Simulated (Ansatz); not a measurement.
**Hg (R-3m, No. 166, 1 atoms in the cell)**

Computed with PBE-D3(BJ) (PAW; Ansatz, an electronic-structure program).

Settings: plane-wave cutoff 520 eV, 20×20×20 k mesh, Fermi–Dirac smearing 0.05 eV, scalar-relativistic PAW data made under PBE.

Cell (relaxed at this level):

```
CELL_PARAMETERS angstrom
      2.44425    -1.81275    -0.04908
      2.44425     1.81275    -0.04908
      1.15734     0.00000     2.81485
ATOMIC_POSITIONS crystal
  Hg 0.00000 0.00000 0.00000
```

For Hg (R-3m, No. 166, 1 atoms in the cell), the bulk modulus B0 is 20.6 GPa and the band gap comes out as zero (no gap).

Note: the relaxation could not lower the start's symmetry, so the cell can be a saddle point above a distorted one; the bulk modulus comes from volumes at which shape and atoms were relaxed.

Spin–orbit coupling is not included; it can shift volumes and moduli of such heavy elements.

Static lattice: no zero-point or thermal effects.

It cost roughly 7 core-minutes of CPU time.
